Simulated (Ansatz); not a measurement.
Pressure series in La2O3

The reference is La2O3 (space group P-3m1, No. 164).

```yaml
crystal:
  lattice:
    - [3.94042, 0.00000, 0.00000]
    - [-1.97021, 3.41251, 0.00000]
    - [0.00000, 0.00000, 6.18831]
  atoms:
    - { symbol: La, position: [0.33333, 0.66667, 0.24738] }
    - { symbol: La, position: [0.66667, 0.33333, 0.75262] }
    - { symbol: O, position: [0.00000, 0.00000, 0.00000] }
    - { symbol: O, position: [0.33333, 0.66667, 0.64529] }
    - { symbol: O, position: [0.66667, 0.33333, 0.35471] }
```

Cell and atoms are relaxed at each pressure.

Computed with PBE (Ansatz, a quantum-chemistry and plane-wave program, PAW, no spin-orbit coupling), earlier PAW set.

```csv
variant,gap character,width of the top valence band,volume per atom
base,"indirect, L → M",0.36 eV,16.64 Å³
pressure −2 GPa,"indirect, L → M",0.35 eV,16.96 Å³
pressure −1 GPa,"indirect, L → M",0.36 eV,16.80 Å³
pressure 3 GPa,"indirect, L → M",0.38 eV,16.21 Å³
pressure 7 GPa,"indirect, L → K",0.42 eV,15.71 Å³
pressure 15 GPa,"indirect, L → K",0.49 eV,14.87 Å³
pressure 30 GPa,"indirect, L → K",?,?
pressure 50 GPa,"indirect, L → K",0.55 eV,12.69 Å³
pressure 75 GPa,"indirect, K–Γ (47 % along) → K",0.64 eV,11.80 Å³
pressure 100 GPa,"indirect, K–Γ (47 % along) → Γ",0.71 eV,11.13 Å³
```

Question: What belongs in the blanks?

Answer: 
- pressure 30 GPa, width of the top valence band: 0.56 eV
- pressure 30 GPa, volume per atom: 13.72 Å³

Load acts through the strain it causes; cell and atoms are relaxed under it. Whether these cells are dynamically stable was not tested. Competing high-pressure phases were not computed.
